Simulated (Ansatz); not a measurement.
## Cs: response to strain

The parent structure is Cs in the bcc (W type) structure (space group Im-3m, No. 229; a = 6.2752 Å). Axes: x, y, z lie along the cube axes.

Strains are applied to the cell and any free atomic positions relax; under biaxial strain the out-of-plane vector relaxes too.

Level of theory: r2SCAN (Ansatz, a quantum-chemistry and plane-wave program), no spin-orbit coupling.

Candidates:
(a) isotropic strain +2.48 %
(b) isotropic strain +2.76 %
(c) biaxial strain −2.84 %, plane normal [001], relaxed out of plane
(d) uniaxial strain ε_yy = −0.19 %

Notes on the quantities. energy relative to the base: free energy F.

Task: Order them by energy relative to the base, lowest first.

Result: (d) uniaxial strain ε_yy = −0.19 % (0.0 meV/atom), (c) biaxial strain −2.84 %, plane normal [001], relaxed out of plane (+0.7 meV/atom), (a) isotropic strain +2.48 % (+4.0 meV/atom), (b) isotropic strain +2.76 % (+4.9 meV/atom)

Without a gap, meshes like the base's 11×11×11 leave anisotropic stresses uncertain by several tenths of a GPa, and small strain energies with them. Whether these cells are dynamically stable was not tested. The final runs are not spin-polarised.
